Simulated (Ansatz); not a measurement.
Method: PBE (plane waves to 420 eV, PAW; Ansatz, a first-principles code).

Host crystal: monoclinic HfO2, with a band gap (PBE, scalar-relativistic without spin-orbit coupling).

Planar average of the electrostatic potential across the slab, in eV from the highest filled level, for Cl on the 1x1 (100) surface of monoclinic HfO2 (cut with top plane 2 O), one in a 1x1 cell, started at the site 'bridge O-O (span 5.2 Å)':

```csv
z (Å),V (eV)
5.34,7.23
5.64,7.23
5.94,7.23
6.23,7.23
6.53,7.23
6.83,7.23
7.13,7.22
7.42,7.22
7.72,7.20
8.02,7.15
8.31,7.03
8.61,6.68
8.91,5.66
9.20,2.46
9.50,-0.76
9.80,-3.00
10.09,-4.54
10.39,-5.42
10.69,-6.25
10.98,-7.53
11.28,-6.85
11.58,-5.70
11.88,-5.70
12.17,-6.86
12.47,-7.73
12.77,-6.58
13.06,-5.75
13.36,-4.68
13.66,-3.15
13.95,-1.78
14.25,-1.76
14.55,-1.79
14.84,-3.18
15.14,-4.69
15.44,-5.72
15.73,-6.35
16.03,-7.17
16.33,-6.56
16.63,-6.05
16.92,-6.00
17.22,-6.24
17.52,-6.87
17.81,-6.18
18.11,-5.74
18.41,-4.94
18.70,-3.74
19.00,-1.81
19.30,0.34
19.59,2.15
19.89,2.64
20.19,3.46
20.48,5.05
20.78,6.63
21.08,7.25
21.38,7.47
21.67,7.54
21.97,7.57
22.27,7.58
22.56,7.59
22.86,7.59
23.16,7.59
23.45,7.59
23.75,7.59
24.05,7.59
24.34,7.59
```

Model: 25-atom slab, 9.3 Å thick at the start under the adsorbate (thin: gaps and levels are the slab's own), 4x4x1 mesh, Fermi-Dirac 0.01 eV, dipole correction, 12 atoms held, the rest relaxed; no symmetry held; spin-polarised, ending with about 1.0 μB a cell; orders that need a larger cell were not tried, no spin-orbit, no U, no dispersion correction. At the end it is bonded to Hf. In PBE it is, or lies within 0.03 eV of, the lowest of the starts that converged.

Q: The surface cell has an area of 27.90 Å². What dipole along the normal does the step between the two vacuum levels imply?

A: the top vacuum level lies 0.36 eV above the bottom one; p = −ε₀ A ΔV (ε₀ = 0.005526 e/(V·Å)) gives -0.06 e·Å a cell.
